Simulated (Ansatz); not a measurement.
Input and output of a self-consistent single point for CuAgO₂ (Cm, 4 atoms in the cell) (Ansatz, an electronic-structure program).

Computed with PBEsol, default PAW files made with PBE (plane waves; Ansatz).

The change in words: lattice scaled by 0.98; basis.ecutwfc: 420 eV → 505 eV. Reference geometry:
```
CELL_PARAMETERS angstrom
      3.29558    -1.41972     0.00000
      3.29558     1.41972     0.00000
     -2.38086     0.00000     5.55598
ATOMIC_POSITIONS crystal
  Cu 0.50325 0.50325 0.50900
  Ag 0.00000 0.00000 0.00000
  O  0.87545 0.87545 0.28377
  O  0.12455 0.12455 0.71623
```

Reference input (self-consistent single point, DFT, PBEsol, plane waves, default PAW files made with PBE): basis.ecutwfc = 420 eV; kpoints.mp_grid.grid = 9 9 4; hamiltonian.xc = pbesol; hamiltonian.pseudopotentials = {kind: paw} (the program's default PAW files); scf.occupations.method = gaussian; scf.occupations.width = 0.1 eV. This run's input differs from it in these lines:

Ansatz 0.2 input:
```diff
@@ -3,5 +3,5 @@
   lattice:
-    - [3.29557700, -1.41971600, 0.00000000]
-    - [3.29557700, 1.41971600, 0.00000000]
-    - [-2.38086000, 0.00000000, 5.55598100]
+    - [3.22966500, -1.39132200, 0.00000000]
+    - [3.22966500, 1.39132200, 0.00000000]
+    - [-2.33324300, 0.00000000, 5.44486100]
   atoms:
@@ -12,3 +12,3 @@
 basis:
-  ecutwfc: 420.0
+  ecutwfc: 505.0
 kpoints:
```

Log, with long lists cut:

```
SCF iter   1: F=—  HF=-15229.079724 eV  |F-HF|=—  |Δ(HF+E_count)|=         —  Δρ=2.03e-2  dr2=1.68e-1  ethr=1.77e-3  ⟨swp⟩=5.4  Hψ=10620  notcnv=0
all-band conjugate gradients solve this SCF's bands
preconditioner: auto → LDOS
SCF iter   2: F=—  HF=-15229.088656 eV  |F-HF|=—  |Δ(HF+E_count)|=   8.93e-3  Δρ=2.29e-2  dr2=1.54e-1  ethr=3.35e-4  ⟨swp⟩=2.2  Hψ=5992  notcnv=0  defer=61
   [... lines left out ...]
SCF iter   6: F=—  HF=-15229.040141 eV  |F-HF|=—  |Δ(HF+E_count)|=   8.90e-6  Δρ=6.43e-5  dr2=7.73e-7  ethr=1.99e-7  ⟨swp⟩=2.3  Hψ=4110  notcnv=0  defer=61
SCF iter   7: F=—  HF=-15229.040141 eV  |F-HF|=—  |Δ(HF+E_count)|=   1.80e-7  Δρ=2.29e-5  dr2=2.25e-7  ethr=2.00e-10  ⟨swp⟩=7.2  Hψ=12326  notcnv=0
SCF iter   8: F=—  HF=-15229.040141 eV  |F-HF|=—  |Δ(HF+E_count)|=   8.80e-9  Δρ=1.81e-5  dr2=1.09e-7  ethr=2.00e-10  ⟨swp⟩=4.0  Hψ=9364  notcnv=0
SCF iter   9: F=-15229.040141 eV  HF=-15229.040141 eV  |F-HF|=7.93e-9  |Δ(HF+E_count)|=   1.44e-8  Δρ=4.73e-6  dr2=7.92e-9  ethr=2.00e-10  ⟨swp⟩=3.3  Hψ=8049  notcnv=0
SCF 1 converged in 9 iterations: F = -15229.040141 eV  dr2 = 7.92e-9
Free energy (F): -15229.040141 eV
Internal energy: -15229.031953 eV  (E = F + TS)
E sigma→0 (E₀):  -15229.036047 eV
Entropy (-TS):   -0.008188 eV (-2.047 meV/atom)
Fermi energy:    11.131971 eV
--- Forces (eV/Å), atoms counted from 1 ---
  atom   1  Cu    -0.24757465     0.00000000    -1.38396285
  atom   2  Ag    -0.01531196     0.00000000     0.16463944
  atom   3  O      0.13700244     0.00000000     0.26584620
  atom   4  O      0.12587931     0.00000000     0.95347684
--- Stress (GPa, compression-positive) ---
       -1.639141       0.000000       1.339397
        0.000000       1.072273       0.000000
        1.339389       0.000000      -0.117504
  P = ⅓ Tr σ = -0.2281 GPa (-2.281 kbar)
  The stress holds the Pulay correction. Without it, at fixed plane waves, as pw.x and ABINIT print it: P = -0.2560 GPa
```

The run converged in 9 iterations. Against the reference run the free energy falls by 24.5 meV/atom, the pressure goes from -7.87 to -0.23 GPa and the largest force goes from 1.203 to 1.406 eV/Å.

The starting cell comes from a database of computed structures (which also holds hypothetical and non-ambient phases and stackings), without a prior relaxation at this level. Its lattice was rescaled by up to half a per cent. One atom was moved a little off its site on purpose. For this run, on top of that: lattice scaled by 0.98. Spin polarisation is off, so a magnetic state, if there is one, cannot be reached. Forces in this geometry exceed 1 eV/Å. Ansatz's pressure includes its estimate of the finite-basis (Pulay) stress. The run gives no clean gap (levels at the Fermi energy touch, overlap or are partly filled at this smearing), which alone does not show that the compound is a metal.
